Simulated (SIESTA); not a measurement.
Input and output of a self-consistent single point for InP (F-43m, 2 atoms in the cell) (SIESTA).

Computed with GGA PBE, numerical atomic orbitals DZP, PseudoDojo PBE standard norm-conserving potentials (rewritten from UPF to PSML) in SIESTA.

The change in words: lattice scaled by 0.98. Reference geometry:
```xyz
2
Lattice="0.0000 2.9350 2.9350 2.9350 0.0000 2.9350 2.9350 2.9350 0.0000" Properties=species:S:1:pos:R:3 pbc="T T T"
In     0.0000     0.0000     0.0000
P      1.4675     1.4675     1.4675
```

Reference input (self-consistent single point, DFT, GGA PBE, numerical atomic orbitals DZP, PseudoDojo PBE standard norm-conserving potentials (rewritten from UPF to PSML)): XC.functional = GGA; XC.authors = PBE; potentials = PseudoDojo PBE standard; PAO.BasisSize = DZP; PAO.EnergyShift = 0.01 Ry; MeshCutoff = 350 Ry; kgrid.MonkhorstPack = 7 7 7; OccupationFunction = FD; ElectronicTemperature = 20 meV; MaxSCFIterations = 150; SCF.Mixer.Method = Pulay; SCF.Mixer.Weight = 0.25. This run's input differs from it in these lines:

```diff
@@ -12,5 +12,5 @@
 %block LatticeVectors
-     0.000000000    2.935000000    2.935000000
-     2.935000000    0.000000000    2.935000000
-     2.935000000    2.935000000    0.000000000
+     0.000000000    2.876300000    2.876300000
+     2.876300000    0.000000000    2.876300000
+     2.876300000    2.876300000    0.000000000
 %endblock LatticeVectors
@@ -19,3 +19,3 @@
      0.000000000    0.000000000    0.000000000  1
-     1.467500000    1.467500000    1.467500000  2
+     1.438150000    1.438150000    1.438150000  2
 %endblock AtomicCoordinatesAndAtomicSpecies
```

Output, abridged:

```
        iscf     Eharris(eV)        E_KS(eV)     FreeEng(eV)     dDmax    Ef(eV) dHmax(eV)
   scf:    1    -1993.580332    -1995.397410    -1995.397410  1.712938 -3.420035  4.591089
   scf:    2    -1996.302366    -1995.895071    -1995.895071  0.058852 -3.698663  2.521639
   scf:    3    -1996.127162    -1996.046830    -1996.046830  0.061243 -3.667997  0.429078
   scf:    4    -1996.055137    -1996.051716    -1996.051716  0.020575 -3.467393  0.055474
   scf:    5    -1996.051375    -1996.051617    -1996.051617  0.004735 -3.376521  0.096454
   scf:    6    -1996.051888    -1996.051780    -1996.051780  0.003812 -3.433918  0.001740
   scf:    7    -1996.051779    -1996.051779    -1996.051779  0.000051 -3.435122  0.003804
   scf:    8    -1996.051780    -1996.051780    -1996.051780  0.000144 -3.432587  0.000369
   scf:    9    -1996.051780    -1996.051780    -1996.051780  0.000013 -3.432802  0.000013
SCF Convergence by DM+H criterion
max |DM_out - DM_in|         :     0.0000130864
max |H_out - H_in|      (eV) :     0.0000130369
SCF cycle converged after 9 iterations

Using DM_out to compute the final energy and forces

siesta: E_KS(eV) =            -1996.0518

siesta: E_KS - E_eggbox =     -1996.0518

siesta: Atomic forces (eV/Ang):
     1    0.000166    0.000166    0.000166
     2   -0.000166   -0.000166   -0.000166
   Tot    0.000000    0.000000    0.000000
   Max    0.000166
   Res    0.000166    sqrt( Sum f_i^2 / 3N )
   Max    0.000166    constrained

Stress tensor Voigt[x,y,z,yz,xz,xy] (kbar):      -76.80      -76.80      -76.80       -0.13       -0.13       -0.13
(Free)E + p*V (eV/cell)    -1993.7705
Target enthalpy (eV/cell)    -1996.0518

siesta: Program's energy decomposition (eV):
siesta: FreeEng =     -1996.051780

   [... lines left out ...]
siesta:    -0.047934   -0.000079   -0.000079
siesta:    -0.000079   -0.047934   -0.000079
siesta:    -0.000079   -0.000079   -0.047934

siesta: Cell volume =         47.591845 Ang**3

siesta: Pressure (static):
siesta:                Solid            Molecule  Units
siesta:           0.00052207          0.00052212  Ry/Bohr**3
siesta:           0.04793383          0.04793884  eV/Ang**3
siesta:          76.79846765         76.80648160  kBar
```

The run converged in 9 iterations. Against the reference run the free energy goes up by 46.7 meV/atom, the pressure goes from 2.68 to 7.68 GPa and the gap on the mesh goes from 0.876 to 1.249 eV.

The starting cell has typed, rounded lattice constants, without a prior relaxation at this level. For this run, on top of that: lattice scaled by 0.98. Values carry the incompleteness of an atom-centred basis. With a pressure of about 8 GPa the cell is away from its equilibrium volume at this level.
